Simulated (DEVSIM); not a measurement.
Structure: TaN/HfO2/n-Si capacitor, at 300 K.

```tsv
layer (left to right)	material	thickness (nm)	Nd (cm⁻³)
1	HfO2	4.80	-
2	Si	720	1.3e17
```

Metal gate on the left, work function 4.4 eV. Fixed charge at the semiconductor interface -5e11 cm⁻² (in units of +e); no interface traps.

Constants are typed, rounded textbook-type inputs, not results; the design itself was drawn at random and stands for no fabricated device. Values at 300 K.

```
parameter      HfO2       Si
-------------  ----  -------
gap (eV)        5.7    1.124
affinity (eV)   2.5     4.05
permittivity     22     11.7
Nc (cm⁻³)         -  2.86e19
Nv (cm⁻³)         -   3.1e19
```

DEVSIM, 1D Poisson equation in equilibrium, Boltzmann statistics, complete ionisation; no quantum confinement or tunnelling. Metal contacts follow the ideal Schottky-Mott rule: no Fermi-level pinning, no interface dipoles.

Tabulate band edges, carrier densities and field at -0.4 V on the gate.

Energies count from the Fermi level of the right contact; mesh points crowd at the junctions.

```json
[
 {"x (μm)": "0.000", "Ec (eV)": "2.300", "Ev (eV)": "-3.400", "n (cm⁻³)": "< 1e2", "p (cm⁻³)": "< 1e2", "field (V/cm)": "-39000"},
 {"x (μm)": "0.0008359", "Ec (eV)": "2.297", "Ev (eV)": "-3.403", "n (cm⁻³)": "< 1e2", "p (cm⁻³)": "< 1e2", "field (V/cm)": "-39000"},
 {"x (μm)": "0.002047", "Ec (eV)": "2.292", "Ev (eV)": "-3.408", "n (cm⁻³)": "< 1e2", "p (cm⁻³)": "< 1e2", "field (V/cm)": "-39000"},
 {"x (μm)": "0.003341", "Ec (eV)": "2.287", "Ev (eV)": "-3.413", "n (cm⁻³)": "< 1e2", "p (cm⁻³)": "< 1e2", "field (V/cm)": "-39000"},
 {"x (μm)": "0.004655", "Ec (eV)": "2.282", "Ev (eV)": "-3.418", "n (cm⁻³)": "< 1e2", "p (cm⁻³)": "< 1e2", "field (V/cm)": "-39000"},
 {"x (μm)": "0.005504", "Ec (eV)": "0.721", "Ev (eV)": "-0.403", "n (cm⁻³)": "2.2e7", "p (cm⁻³)": "5.2e12", "field (V/cm)": "-150000"},
 {"x (μm)": "0.007186", "Ec (eV)": "0.696", "Ev (eV)": "-0.428", "n (cm⁻³)": "5.9e7", "p (cm⁻³)": "2.0e12", "field (V/cm)": "-150000"},
 {"x (μm)": "0.01162", "Ec (eV)": "0.633", "Ev (eV)": "-0.491", "n (cm⁻³)": "6.7e8", "p (cm⁻³)": "1.7e11", "field (V/cm)": "-140000"},
 {"x (μm)": "0.01881", "Ec (eV)": "0.540", "Ev (eV)": "-0.584", "n (cm⁻³)": "2.5e10", "p (cm⁻³)": "4.7e9", "field (V/cm)": "-120000"},
 {"x (μm)": "0.03152", "Ec (eV)": "0.400", "Ev (eV)": "-0.724", "n (cm⁻³)": "5.5e12", "p (cm⁻³)": "2.1e7", "field (V/cm)": "-97000"},
 {"x (μm)": "0.05663", "Ec (eV)": "0.219", "Ev (eV)": "-0.905", "n (cm⁻³)": "5.9e15", "p (cm⁻³)": "20000", "field (V/cm)": "-47000"},
 {"x (μm)": "0.1229", "Ec (eV)": "0.140", "Ev (eV)": "-0.984", "n (cm⁻³)": "1.3e17", "p (cm⁻³)": "910", "field (V/cm)": "-350"},
 {"x (μm)": "0.2302", "Ec (eV)": "0.139", "Ev (eV)": "-0.985", "n (cm⁻³)": "1.3e17", "p (cm⁻³)": "890", "field (V/cm)": "≈ 0"},
 {"x (μm)": "0.4105", "Ec (eV)": "0.139", "Ev (eV)": "-0.985", "n (cm⁻³)": "1.3e17", "p (cm⁻³)": "890", "field (V/cm)": "≈ 0"},
 {"x (μm)": "0.5904", "Ec (eV)": "0.139", "Ev (eV)": "-0.985", "n (cm⁻³)": "1.3e17", "p (cm⁻³)": "890", "field (V/cm)": "≈ 0"},
 {"x (μm)": "0.6522", "Ec (eV)": "0.139", "Ev (eV)": "-0.985", "n (cm⁻³)": "1.3e17", "p (cm⁻³)": "890", "field (V/cm)": "≈ 0"},
 {"x (μm)": "0.6871", "Ec (eV)": "0.139", "Ev (eV)": "-0.985", "n (cm⁻³)": "1.3e17", "p (cm⁻³)": "890", "field (V/cm)": "≈ 0"},
 {"x (μm)": "0.7048", "Ec (eV)": "0.139", "Ev (eV)": "-0.985", "n (cm⁻³)": "1.3e17", "p (cm⁻³)": "890", "field (V/cm)": "≈ 0"},
 {"x (μm)": "0.7169", "Ec (eV)": "0.139", "Ev (eV)": "-0.985", "n (cm⁻³)": "1.3e17", "p (cm⁻³)": "890", "field (V/cm)": "≈ 0"},
 {"x (μm)": "0.7210", "Ec (eV)": "0.139", "Ev (eV)": "-0.985", "n (cm⁻³)": "1.3e17", "p (cm⁻³)": "890", "field (V/cm)": "≈ 0"},
 {"x (μm)": "0.7233", "Ec (eV)": "0.139", "Ev (eV)": "-0.985", "n (cm⁻³)": "1.3e17", "p (cm⁻³)": "890", "field (V/cm)": "≈ 0"},
 {"x (μm)": "0.7248", "Ec (eV)": "0.139", "Ev (eV)": "-0.985", "n (cm⁻³)": "1.3e17", "p (cm⁻³)": "890", "field (V/cm)": "≈ 0"}
]
```
